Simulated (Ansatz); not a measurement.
What isotropic strain −2.50 % does to Hf

Start from Hf in the hcp (Mg type) structure (space group P6_3/mmc, No. 194; a = 3.1174 Å, c = 4.9501 Å; relaxed with 0.1 eV smearing).

One thing is altered: every lattice vector is shortened by 2.50 %, atoms relaxed at fixed cell.

All numbers come from LDA (Ansatz, a quantum-chemistry and plane-wave program), without spin-orbit coupling. k-mesh 21×21×12 (Γ-centred); smearing 0.1 eV (Fermi–Dirac).

The volume per atom shrinks by 1.52 Å³ to 19.31 Å³ and the space group remains P6_3/mmc (No. 194). The shortest interatomic distance falls by 0.0765 Å, from 3.060 Å to 2.984 Å and the energy goes up by 47 meV/atom. The pressure (mean of the normal stresses, compression positive) goes from zero to 10.4 GPa and the band gap remains zero.

Final structure:

```xyz
2
Lattice="3.0394 0.0000 0.0000 -1.5197 2.6322 0.0000 0.0000 0.0000 4.8263" Properties=species:S:1:pos:R:3 pbc="T T T"
Hf     1.5197     0.8774     3.6197
Hf     0.0000     1.7548     1.2066
```

Stability against distortions was not tested. All final runs are without spin polarisation.
